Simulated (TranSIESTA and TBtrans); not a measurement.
Junction: Au chain with one Zn atom in place of Au. Leads: straight Au chain, spacing 2.422 Å. Geometry: 3 atoms about the centre moved by SIESTA (PBE, DZP) to a largest force of 0.02 eV/Å, all others as built, motion along the axis alone. Transport runs along z; the first 6 and the last 6 of the 21 atoms are the lead cells, repeated to infinity.

```xyz
21
Lattice="9.000 0.000 0.000 0.000 9.000 0.000 0.000 0.000 51.040" Properties=species:S:1:pos:R:3 pbc="F F T"
Au     4.500     4.500     0.000
Au     4.500     4.500     2.422
Au     4.500     4.500     4.844
Au     4.500     4.500     7.266
Au     4.500     4.500     9.688
Au     4.500     4.500    12.110
Au     4.500     4.500    14.532
Au     4.500     4.500    16.954
Au     4.500     4.500    19.376
Au     4.500     4.500    21.953
Zn     4.500     4.500    24.309
Au     4.500     4.500    26.665
Au     4.500     4.500    29.242
Au     4.500     4.500    31.664
Au     4.500     4.500    34.086
Au     4.500     4.500    36.508
Au     4.500     4.500    38.930
Au     4.500     4.500    41.352
Au     4.500     4.500    43.774
Au     4.500     4.500    46.196
Au     4.500     4.500    48.618
```

Run with TranSIESTA and TBtrans (open boundaries, self-consistent; PseudoDojo norm-conserving potentials, scalar-relativistic): PAO.BasisSize DZP, PAO.EnergyShift 0.15 eV, XC.Authors PBE, Mesh.Cutoff 200 Ry, ElectronicTemperature 300 K, TS.Voltage 0.0 eV, TBT.Elecs.Eta 0.001 eV, no spin polarisation.

Energies count from the leads' Fermi level. Transmissions are for one spin of a degenerate pair. The energy step is 0.01 eV; narrower resonances are cut or missed.

```csv
E (eV),T
-0.20,1.02
-0.15,0.924
-0.10,0.977
-0.05,0.994
0.00,0.997
0.05,0.936
0.10,0.937
0.15,0.936
0.20,0.935
```

**Question.** Give the zero-bias conductance in μS and the resistance at 300 K.

**Answer.** At the Fermi level T = 0.997. Averaged with −∂f/∂E over the full grid (kT = 25.9 meV) it is 0.976. With G0 = 2e²/h = 77.48 μS, G = 75.6 μS and R = 1/G = 13.2 kΩ.

**Question.** The eigenchannels at the Fermi level transmit 0.935, 0.0313, 0.0313. What Fano factor of the shot noise follows at low temperature and bias?

**Answer.** F = Σ τ(1 − τ)/Σ τ = 0.121/0.998 = 0.12.

The leads' channel count changes near 0.03 eV, within the thermal window, so values at the Fermi level hang on where that band edge falls. The straight chain is held at its spacing; free chains may zigzag or dimerise. No spin-polarised start was tried, so a magnetic state, if there is one, is missed. Spin-orbit coupling, left out here, matters for the heavy atoms.
